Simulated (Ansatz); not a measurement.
**What pressure −1 GPa does to Ti**

Consider Ti in the hcp (Mg type) structure (space group P6_3/mmc, No. 194; a = 2.901 Å, c = 4.591 Å).

Modification: hydrostatic tension (pressure −1 GPa).

All numbers come from plane-wave PAW DFT at the PBEsol level (Ansatz, a quantum-chemistry and plane-wave program, 420 eV), scalar-relativistic without spin-orbit coupling. k-mesh 18×18×10 (Γ-centred); smearing 0.05 eV (Fermi–Dirac).

```csv
quantity,base,changed,shift
volume per atom,16.73 Å³,16.87 Å³,+0.14 Å³
lattice parameter a,2.901 Å,2.910 Å,+0.009 Å
c/a ratio,1.582,1.582,-0.0007
shortest interatomic distance,2.841 Å,2.849 Å,+0.008 Å
enthalpy H = E + PV relative to the base's energy,–,-0.10 eV/atom,–
band gap,zero,zero,–
```

Final structure:

```
CELL_PARAMETERS angstrom
      2.90958     0.00000     0.00000
     -1.45479     2.51977     0.00000
      0.00000     0.00000     4.60232
ATOMIC_POSITIONS crystal
  Ti 0.66667 0.33333 0.75000
  Ti 0.33333 0.66667 0.25000
```

Cost of the whole job for the changed cell (relaxation, final SCF and bands): roughly 21 core-seconds.

Load acts through the strain it causes; cell and atoms are relaxed under it. No phonon test of stability was made. The final runs are not spin-polarised.
